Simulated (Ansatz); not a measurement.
Consider TiAl (space group P4/mmm, No. 123; a = 2.8239 Å, c = 4.0746 Å; relaxed with 0.1 eV smearing).

Structures relaxed with plane-wave PAW DFT at the PBE level (Ansatz, a program for electronic structure, 420 eV), spin-orbit coupling left out, earlier PAW set.

Base:

Simulated powder pattern, Cu Kα1, λ = 1.54056 Å (kinematic, ideal powder, no thermal factors, no anomalous dispersion; the 14 strongest lines at most, above 2 %, up to 2θ = 90°):

```tsv
2θ (°)	I/Imax (%)	hkl
21.79	8.9	(001)
31.66	6.8	(100)
38.77	100	(101)
44.43	17	(002)
45.38	31	(110)
50.88	2.9	(111)
55.58	2.1	(102)
65.39	19	(112)
66.12	9.2	(200)
78.00	11	(103)
79.37	21	(211)
83.17	9.2	(202)
```

The change: an isotropic linear strain of +1.07 %, atoms relaxed at fixed cell.

After the change:

Simulated powder pattern, Cu Kα1, λ = 1.54056 Å (kinematic, ideal powder, no thermal factors, no anomalous dispersion; the 14 strongest lines at most, above 2 %, up to 2θ = 90°):

| 2θ (°) | d (Å) | I/Imax (%) | hkl |
|---|---|---|---|
| 21.56 | 4.118 | 8.9 | (001) |
| 31.31 | 2.854 | 6.7 | (100) |
| 38.34 | 2.346 | 100 | (101) |
| 43.94 | 2.059 | 17 | (002) |
| 44.88 | 2.018 | 31 | (110) |
| 50.31 | 1.812 | 2.9 | (111) |
| 54.94 | 1.670 | 2.1 | (102) |
| 64.61 | 1.441 | 19 | (112) |
| 65.34 | 1.427 | 9.2 | (200) |
| 77.02 | 1.237 | 11 | (103) |
| 78.37 | 1.219 | 21 | (211) |
| 82.10 | 1.173 | 9.2 | (202) |

The indices refer to the base's conventional cell; one index is shown for lines that coincide.

Stability against distortions was not tested. All final runs are without spin polarisation.
